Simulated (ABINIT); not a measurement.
# ABINIT run on ZrAs (P6_3/mmc, 8 atoms in the cell): self-consistent single point

Computed with PBEsol, PAW (JTH v2.0 PBE PAW, files made for PBE) (plane waves; ABINIT).

Input:

```
# ZrAs, JTH v2.0 PBE PAW
pp_dirpath "./"
pseudos "Zr.GGA_PBE-JTH.xml, As.GGA_PBE-JTH.xml"
acell 7.2430748011 7.2430748011 24.3687931648
rprim
         1.0000000000   -0.0000000074    0.0000000000
        -0.4999999936    0.8660254075    0.0000000000
         0.0000000000    0.0000000000    1.0000000000
natom 8
ntypat 2
znucl 40 33
typat 1 1 1 1 2 2 2 2
xcart
         0.0000000308    4.1817911862    2.8399391554
         3.6215374159    2.0908955664   21.5288540093
         3.6215374159    2.0908955664   15.0243357378
         0.0000000308    4.1817911862    9.3444574270
         0.0000000000    0.0000000000    0.0000000000
         0.0000000000    0.0000000000   12.1843965824
         0.0000000308    4.1817911862   18.2765948736
         3.6215374159    2.0908955664    6.0921982912
ecut 40 Ry
pawecutdg 80 Ry
pawxcdev 0
ixc -116133
occopt 3
tsmear 0.1 eV
nband 67
kptopt 1
ngkpt 7 7 2
nshiftk 1
shiftk 0 0 0
nstep 60
tolvrs 1.0e-10
prtwf 0
prtden 0
```

Output, abridged:

```
 Symmetries : space group P6_3/m m c (#194); Bravais hP (primitive hexag.)

 -outvars: echo values of preprocessed input variables --------
            acell      7.2430748011E+00  7.2430748011E+00  2.4368793165E+01 Bohr
             ecut      2.00000000E+01 Hartree
              ixc     -116133
         kptrlatt        7    0    0      0    7    0      0    0    2
          kptrlen      4.87375863E+01
            natom           8
            nband          67
            ngfft          30      30     100
          ngfftdg          45      45     144
             nkpt          16
            nstep          60
             nsym          24
           ntypat           2
           occopt           3
        pawecutdg      4.00000000E+01 Hartree
         pawxcdev           0
            rprim      1.0000000000E+00 -7.4000000000E-09  0.0000000000E+00
                      -4.9999999360E-01  8.6602540750E-01  0.0000000000E+00
                       0.0000000000E+00  0.0000000000E+00  1.0000000000E+00
          spgroup         194
           tolvrs      1.00000000E-10
           tsmear      3.67493254E-03 Hartree
            typat      1  1  1  1  2  2  2  2
           useylm           1
             xred      3.3333333332E-01  6.6666666667E-01  1.1654000000E-01
                       6.6666666665E-01  3.3333333334E-01  8.8346000000E-01
                       6.6666666665E-01  3.3333333334E-01  6.1654000000E-01
                       3.3333333332E-01  6.6666666667E-01  3.8346000000E-01
                      -1.3275917402E-11  1.8448946075E-12 -1.0257905636E-12
                      -1.3275917402E-11  1.8448946075E-12  5.0000000000E-01
                       3.3333333332E-01  6.6666666667E-01  7.5000000000E-01
                       6.6666666665E-01  3.3333333334E-01  2.5000000000E-01
            znucl       40.00000   33.00000

== DATASET  1 ==================================================================

 Real(R)+Recip(G) space primitive vectors, cartesian coordinates (Bohr,Bohr^-1):
 R(1)=  7.2430748 -0.0000001  0.0000000  G(1)=  0.1380629  0.0797107  0.0000000
 R(2)= -3.6215374  6.2726868  0.0000000  G(2)=  0.0000000  0.1594213  0.0000000
 R(3)=  0.0000000  0.0000000 24.3687932  G(3)=  0.0000000  0.0000000  0.0410361
 Unit cell volume ucvol=  1.1071605E+03 bohr^3
 Angles (23,13,12)=  9.00000000E+01  9.00000000E+01  1.20000000E+02 degrees

 Coarse grid specifications (used for wave-functions):

 getcut: wavevector=  0.0000  0.0000  0.0000  ngfft=  30  30 100
         ecut(hartree)=     20.000   => boxcut(ratio)=   2.03838

 Fine grid specifications (used for densities):

 getcut: wavevector=  0.0000  0.0000  0.0000  ngfft=  45  45 144
         ecut(hartree)=     40.000   => boxcut(ratio)=   2.07555

   1.68628758E+04                                ecore*ucvol(ha*bohr**3)

_setup2: Arith. and geom. avg. npw (full set) are    4728.337    4728.315

--- !BeginCycle
solver: {iscf: 17, nstep: 60, nline: 4, wfoptalg: 10, }
tolerances: {tolvrs: 1.00E-10, }
...

     iter   Etot(hartree)      deltaE(h)  residm     nres2
 ETOT  1  -636.39729293718    -6.364E+02 2.781E+01 4.195E+01
 ETOT  2  -645.83117451509    -9.434E+00 3.211E-02 3.085E+01
 ETOT  3  -645.77046353300     6.071E-02 1.741E-02 1.109E+01
 ETOT  4  -645.75003940968     2.042E-02 6.414E-03 1.798E+00
 ETOT  5  -645.74644736311     3.592E-03 2.733E-03 1.127E-02
 ETOT  6  -645.74655239810    -1.050E-04 1.508E-03 8.295E-03
   [... 3 lines left out ...]
 ETOT 10  -645.74653627131    -4.754E-09 1.393E-03 1.697E-07
 ETOT 11  -645.74653627088     4.346E-10 7.585E-04 2.346E-08
 ETOT 12  -645.74653627087     4.661E-12 9.210E-04 8.264E-10
 ETOT 13  -645.74653627087     0.000E+00 3.858E-04 2.207E-10
 ETOT 14  -645.74653627087     3.979E-12 4.027E-04 6.887E-12

 At SCF step   14       nres2   =  6.89E-12 < tolvrs=  1.00E-10 =>converged.

 Cartesian components of stress tensor (hartree/bohr^3)
  sigma(1 1)=  1.36383947E-04  sigma(3 2)=  0.00000000E+00
  sigma(2 2)=  1.36383947E-04  sigma(3 1)=  0.00000000E+00
  sigma(3 3)=  1.17063958E-04  sigma(2 1)=  1.37770715E-13

 ----iterations are completed or convergence reached----

 reduced coordinates (array xred) for    8 atoms
       0.333333333320      0.666666666669      0.116539999999
       0.666666666653      0.333333333335      0.883459999999
       0.666666666653      0.333333333335      0.616539999999
       0.333333333320      0.666666666669      0.383459999999
      -0.000000000013      0.000000000002     -0.000000000001
      -0.000000000013      0.000000000002      0.499999999999
       0.333333333320      0.666666666669      0.749999999999
       0.666666666653      0.333333333335      0.249999999999
 cartesian forces (eV/Angstrom) at end:
    1     -0.00000000000000    -0.00000000000000    -0.07011244990264
    2     -0.00000000000000    -0.00000000000000     0.07011244990264
    3      0.00000000000000     0.00000000000000    -0.07011244990264
    4      0.00000000000000     0.00000000000000     0.07011244990264
    5      0.00000000000000    -0.00000000000000    -0.00000000000000
    6      0.00000000000000    -0.00000000000000    -0.00000000000000
    7     -0.00000000000000    -0.00000000000000    -0.00000000000000
    8      0.00000000000000     0.00000000000000    -0.00000000000000
 frms,max,avg= 2.8623288E-02 7.0112450E-02   0.000E+00  0.000E+00  0.000E+00 e/A
 length scales=  7.243074801100  7.243074801100 24.368793164800 bohr
              =  3.832870104855  3.832870104855 12.895409943656 angstroms
 Fermi (or HOMO) energy (hartree) =   0.36428   Average Vxc (hartree)=  -0.40414
 Eigenvalues (hartree) for nkpt=  16  k points:
 kpt#   1, nband= 67, wtk=  0.01020, kpt=  0.0000  0.0000  0.0000 (reduced coord)
  -1.45159   -1.45121   -1.45115   -1.45077   -0.94472   -0.94472   -0.94472   -0.94472
  -0.94370   -0.94370   -0.94350   -0.94350   -0.94350   -0.94350   -0.93327   -0.93327
  -0.93327   -0.93327   -0.93302   -0.93302   -0.93302   -0.93302   -0.93284   -0.93284
  -0.65143   -0.64608   -0.64593   -0.64411   -0.64411   -0.64387   -0.64387   -0.64355
  -0.64355   -0.64332   -0.64332   -0.64040   -0.09854   -0.07890   -0.05963   -0.02909
   0.14302    0.20412    0.23549    0.23616    0.23616    0.25534    0.25534    0.28942
   0.28942    0.32495    0.35256    0.35362    0.35362    0.35811    0.35811    0.36713
   0.36713    0.39005    0.39005    0.39274    0.39793    0.39793    0.40185    0.43060
   0.43060    0.47498    0.48623
      occupation numbers for kpt#   1
   2.00000    2.00000    2.00000    2.00000    2.00000    2.00000    2.00000    2.00000
   2.00000    2.00000    2.00000    2.00000    2.00000    2.00000    2.00000    2.00000
   2.00000    2.00000    2.00000    2.00000    2.00000    2.00000    2.00000    2.00000
   2.00000    2.00000    2.00000    2.00000    2.00000    2.00000    2.00000    2.00000
   2.00000    2.00000    2.00000    2.00000    2.00000    2.00000    2.00000    2.00000
   2.00000    2.00000    2.00000    2.00000    2.00000    2.00000    2.00000    2.00000
   2.00000    1.99996    1.92081    1.89565    1.89565    1.68544    1.68544    0.63055
   0.63055    0.00180    0.00180    0.00087    0.00021    0.00021    0.00007    0.00000
   0.00000    0.00000    0.00000
 prteigrs : prtvol=0 or 1, do not print more k-points.

--- !EnergyTerms
comment             : Components of total free energy in Hartree
kinetic             :  6.42731317234985E+01
hartree             :  1.59894243335471E+02
xc                  : -3.54743134824618E+01
Ewald energy        : -4.01726540617533E+02
psp_core            :  1.52307414645473E+01
local_psp           : -4.84527102184496E+02
spherical_terms     :  3.65870344533013E+01
internal            : -6.45742805307673E+02
'-kT*entropy'       : -3.73016052059075E-03
total_energy        : -6.45746535468194E+02
total_energy_eV     : -1.75716568528901E+04
...

-Cartesian components of stress tensor (GPa)         [Pressure= -3.8231E+00 GPa]
- sigma(1 1)=  4.01255358E+00  sigma(3 2)=  0.00000000E+00
- sigma(2 2)=  4.01255357E+00  sigma(3 1)=  0.00000000E+00
- sigma(3 3)=  3.44413997E+00  sigma(2 1)=  4.05335368E-09

 Calculation completed.
```

The run converged in 14 iterations.

The starting cell comes from a database of computed structures (which also holds hypothetical and non-ambient phases and stackings), without a prior relaxation at this level. The potentials were made for another functional than the one used. With a pressure of about -4 GPa the cell is away from its equilibrium volume at this level.

Cost on one core of a shared machine: roughly 10 min.
